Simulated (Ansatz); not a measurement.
Consider CuI in the zinc blende structure (space group F-43m, No. 216; a = 6.0228 Å). Axes: x, y, z lie along the cube axes.

Computed with r2SCAN (Ansatz, a program for electronic structure, PAW, no SOC).

For the base:

Valence-band top at Γ: 0.00, 0.00, 0.00 eV
Valley order: Γ 1.67 eV; L along ⟨111⟩ 2.57 eV; X along ⟨100⟩ 2.90 eV

Perturbation: biaxial strain −0.50 %, plane normal [001], relaxed out of plane (Cartesian); in-plane vectors clamped, the third vector and the atoms free.

Question: Predict the new valence-band top at Γ and valley order.

Answer: The valence-band top at Γ (three highest levels, from the VBM) goes from 0.00, 0.00, 0.00 eV to 0.00, 0.00, -0.02 eV; the valley order (the lowest conduction-band minima on the path, energy above the VBM, named in the base's zone) changes from Γ 1.67 eV; L along ⟨111⟩ 2.57 eV; X along ⟨100⟩ 2.90 eV to Γ 1.67 eV; L along [111] 2.56 eV; X along [010] 2.87 eV; X along [001] 2.93 eV.

Spin-orbit coupling, missing from the scalar runs, can matter with I. The levels and masses belong to the bands next to the band gap. No phonon test of stability was made. All final runs are without spin polarisation.
